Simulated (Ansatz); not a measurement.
The starting structures come from a database of crystals and need not be the phases stable at ambient conditions.

The decay constant κ of evanescent states in the gap governs leakage through a thin film.

```
LaB3O6
1.0
    6.43706     0.00000     0.00000
    3.01441     5.74736     0.00000
   -1.23877    -2.72642     5.69805
La B O
2 6 12
Cartesian
  3.30072   3.76510   1.13989
  4.91197  -0.74416   4.55815
  6.30356   2.19015   4.43143
  1.90913   0.83078   1.26662
  5.96109   1.47204   1.95039
  2.25161   1.54889   3.74766
  1.46302  -1.70169   4.53536
  6.74968   4.72262   1.16269
  5.89715   1.34024   3.32732
  2.31554   1.68070   2.37073
  5.76441   3.53601   4.49907
  2.44829  -0.51507   1.19898
  7.77946   2.38438   4.44026
  0.43323   0.63655   1.25779
  5.94509   1.40985   5.64745
  2.26760   1.61109   0.05060
  5.22473   2.30285   1.21425
  2.98797   0.71808   4.48380
  3.61562   4.05308   3.51969
  4.59707  -1.03214   2.17836
```

Space group of this cell: C2/c. The cell is taken as given.

Transport runs along the normal of the first two printed cell vectors.

The gap is the functional's own, uncorrected, and κ follows it; spin-orbit coupling is left out. Mid-gap values are interpolated between the computed energies.

**Question.** Predict the band gap and the smallest decay constant κ at mid-gap from r2SCAN (Ansatz, a program for electronic structure).

**Answer.** Gap 5.47 eV on a 6×6×6 mesh; κ = 0.456 1/Å, at the zone centre.
